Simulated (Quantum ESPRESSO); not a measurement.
A self-consistent single point of Mg₁₄SiSn (Amm2, 16 atoms in the cell) with Quantum ESPRESSO.

Level of theory: vdW-DF-cx, GBRV 1.5 ultrasoft (PBE) pseudopotentials (plane waves; Quantum ESPRESSO).

```xyz
16
Lattice="10.1686 0.0000 0.0000 0.0000 3.2977 5.3263 0.0000 -3.2977 5.3263" Properties=species:S:1:pos:R:3 pbc="T T T"
Mg     0.0000     0.0000     1.7534
Mg     0.0000     0.0000     7.0834
Mg     5.0843    -1.6446     4.4164
Mg     5.0843     1.6446     4.4164
Mg     0.0000    -1.6540     4.4328
Mg     0.0000     1.6540     4.4328
Mg     2.5994    -1.6178     6.2412
Mg     7.5692     1.6178     6.2412
Mg     7.5692    -1.6178     6.2412
Mg     2.5994     1.6178     6.2412
Mg     2.5292     0.0000     3.5542
Mg     7.6394     0.0000     3.5542
Mg     2.5889     0.0000     8.8502
Mg     7.5797     0.0000     8.8502
Si     5.0843     0.0000     7.1251
Sn     5.0843     0.0000     1.7860
```

Reference input (self-consistent single point, DFT, PBEsol, plane waves, GBRV 1.5 ultrasoft (PBESOL) pseudopotentials): ecutwfc = 40 Ry; ecutrho = 200 Ry; occupations = smearing; smearing = fermi-dirac; degauss = 0.0073499 Ry; K_POINTS = automatic 3 5 5 0 0 0; conv_thr = 1e-11 Ry; mixing_beta = 0.5. This run's input differs from it in these lines:

```diff
@@ -17,2 +17,3 @@
    degauss = 0.0073499
+   input_dft = 'vdw-df-cx'
 /
@@ -23,5 +24,5 @@
 ATOMIC_SPECIES
-Mg    24.3050  mg_pbesol_v1.4.uspp.F.UPF
-Si    28.0850  si_pbesol_v1.uspp.F.UPF
-Sn   118.7100  sn_pbesol_v1.4.uspp.F.UPF
+Mg    24.3050  mg_pbe_v1.4.uspp.F.UPF
+Si    28.0850  si_pbe_v1.uspp.F.UPF
+Sn   118.7100  sn_pbe_v1.4.uspp.F.UPF
 ATOMIC_POSITIONS {crystal}
```

Log, with long lists cut:

```
     Self-consistent Calculation

     iteration #  1     ecut=    40.00 Ry     beta= 0.50

     total energy              =   -1919.34340681 Ry
     estimated scf accuracy    <       5.27153761 Ry

     iteration #  2     ecut=    40.00 Ry     beta= 0.50

     total energy              =   -1917.28882986 Ry
     estimated scf accuracy    <      31.82817959 Ry

     iteration #  3     ecut=    40.00 Ry     beta= 0.50

     total energy              =   -1920.88957471 Ry
     estimated scf accuracy    <       1.41525998 Ry

   [... 10 blocks of this kind left out ...]

     iteration # 14     ecut=    40.00 Ry     beta= 0.50

     total energy              =   -1921.02627625 Ry
     estimated scf accuracy    <          1.7E-10 Ry

     iteration # 15     ecut=    40.00 Ry     beta= 0.50
     End of self-consistent calculation

     the Fermi energy is     6.2363 ev

!    total energy              =   -1921.02627625 Ry
     estimated scf accuracy    <          3.0E-12 Ry
     smearing contrib. (-TS)   =      -0.01567205 Ry
     internal energy E=F+TS    =   -1921.01060421 Ry

     convergence has been achieved in  15 iterations

     Forces acting on atoms (cartesian axes, Ry/au):

     atom    1 type  1   force =     0.00000000    0.00000000   -0.00267202
     atom    2 type  1   force =     0.00000000    0.00000000   -0.00171313
     atom    3 type  1   force =     0.00000000    0.00030956   -0.00177830
     atom    4 type  1   force =     0.00000000   -0.00030956   -0.00177830
     atom    5 type  1   force =     0.00000000   -0.00095911   -0.00192845
   [... lines left out ...]

     Total force =     0.012368     Total SCF correction =     0.000004

          total   stress  (Ry/bohr**3)                   (kbar)     P=       -0.85
  -0.00000730   0.00000000   0.00000000           -1.07        0.00        0.00
   0.00000000  -0.00007858   0.00000000            0.00      -11.56        0.00
   0.00000000   0.00000000   0.00006857            0.00        0.00       10.09

   JOB DONE.
```

The run converged in 15 iterations. Against the reference run the pressure goes from -0.81 to -0.08 GPa and the largest force goes from 0.136 to 0.146 eV/Å.

The starting cell comes from a database of computed structures (which also holds hypothetical and non-ambient phases and stackings), without a prior relaxation at this level.

Cost on one core of a shared machine: roughly 10 min.
